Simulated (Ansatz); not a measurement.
Ge on the Al site (broken-bond start) in corundum (start: the Al site; started 0.95 Å off site, one bond broken; 120-site cell, 2×2×2 Γ-centred sampling). Level of theory: PBE, PAW (plane waves to 420 eV; Ansatz, an electronic-structure program). Total energies of the localised charge states, counted from that of charge +1, and their image corrections (point charge with alignment); the host's valence-band maximum lies at 7.358 eV on the cells' energy zero and its gap is 5.85 eV.

| charge | moment (μB) | E − E(first) (eV) | correction (eV) |
|---|---|---|---|
| +1 | not spin-polarised | 0.000 | 0.262 |
| 0 | 1.0 | 11.879 | 0.000 |
| −1 | not spin-polarised | 23.029 | 0.088 |

Q: Derive the transition levels above the valence-band maximum and say which of them are thermodynamic.

A: A level is the Fermi energy at which two charges have equal formation energy: ε(q/q′) = [E(q′) + corr(q′) − E(q) − corr(q)] / (q − q′) − E_VBM.
ε(+1/0) = [(11.879 + 0.000) − (0.000 + 0.262)] / 1 − 7.358 = 4.26 eV
ε(0/−1) = [(23.029 + 0.088) − (11.879 + 0.000)] / 1 − 7.358 = 3.88 eV
Charge 0 lies above the lower envelope where its neighbours cross, so the level that counts is ε(+1/−1) = [(23.029 + 0.088) − (0.000 + 0.262)] / 2 − 7.358 = 4.07 eV.
Thermodynamic levels at least 0.1 eV inside the gap: (+1/−1) at 4.07 eV. They hold to tenths of an eV in this cell. Only the charges listed were compared. The geometries come from one start. Flagged in the runs: a host whose relaxation on this sampling wasn't shown to rest, a strain field that reaches the edge of the cell.
